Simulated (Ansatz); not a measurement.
The reference is BN in the wurtzite structure (space group P6_3mc, No. 186; a = 2.541 Å, c = 4.203 Å). Axes: x lies along a and z along c of the hexagonal cell.

Calculations: PBEsol (Ansatz, an electronic-structure program), scalar-relativistic without spin-orbit coupling.

Strains are applied to the cell and any free atomic positions relax.

One change was made to it. Results:

The valence-band top at Γ (three highest levels, from the VBM) becomes 0.00, 0.00, -0.34 eV (base: 0.00, 0.00, -0.28 eV); the energy rises by 10 meV/atom; the shortest interatomic distance goes up by 0.004 Å (1.559 Å → 1.563 Å); the electron mass becomes 0.29 mₑ along z, 0.45 mₑ across (at K) (base: 0.30 mₑ along c, 0.50 mₑ across (at K)).

Q: Which of these changes matches the shifts?
A. uniaxial strain ε_zz = +3.00 %
B. uniaxial strain ε_zz = +1.80 %
C. uniaxial strain ε_zz = +2.40 %

A: C, uniaxial strain ε_zz = +2.40 %. For comparison, the valence-band top at Γ in the other runs: uniaxial strain ε_zz = +3.00 % gives 0.00, 0.00, -0.35 eV; uniaxial strain ε_zz = +1.80 % gives 0.00, 0.00, -0.33 eV.

The levels and masses belong to the bands next to the band gap. Effective masses come from finite differences of ±0.01 Å⁻¹. Stability against distortions was not tested.
